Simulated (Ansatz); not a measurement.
Consider PbS in the rock salt structure (space group Fm-3m, No. 225; a = 5.903 Å).

Method: PBEsol (Ansatz, a quantum-chemistry and plane-wave program, PAW, no spin-orbit coupling), earlier PAW set.

For the base:

| Item | Value |
|---|---|
| Hole mass | 0.079 mₑ along k, 0.11 mₑ across (at L) |
| Lattice parameter a | 5.903 Å |

Now apply this change: a hydrostatic pressure of 0.3 GPa.

How does this affect the hole mass?

The hole mass goes from 0.079 mₑ along k, 0.11 mₑ across (at L) to 0.072 mₑ along k, 0.11 mₑ across (at L).

Estimate the effect on the lattice parameter a.

The lattice parameter a falls by 0.010 Å (5.903 Å → 5.893 Å).

With Pb present, leaving out spin-orbit coupling can change the band edges. The levels and masses belong to the bands next to the band gap. Load acts through the strain it causes; cell and atoms are relaxed under it. Effective masses come from finite differences of ±0.01 Å⁻¹. Along k means along the line from Γ to the band edge. Whether these cells are dynamically stable was not tested.
